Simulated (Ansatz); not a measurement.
## Response to strain in HfC

Base system: HfC in the rock salt structure (space group Fm-3m, No. 225; a = 4.651 Å; relaxed with 0.1 eV smearing).

Strains are applied to the cell and any free atomic positions relax.

Computed with Kohn–Sham DFT with the PBE functional, run in Ansatz (an electronic-structure program) with PAW and 420 eV plane waves, no SOC.

Candidates:
(a) isotropic strain −1.50 %
(b) isotropic strain +0.50 %
(c) isotropic strain +1.50 %

Notes on the quantities. energy relative to the base: free energy F.

Order them by energy relative to the base, highest first.

(a) isotropic strain −1.50 % (+19 meV/atom), (c) isotropic strain +1.50 % (+18 meV/atom), (b) isotropic strain +0.50 % (+2.0 meV/atom)

No phonon test of stability was made. All final runs are without spin polarisation.
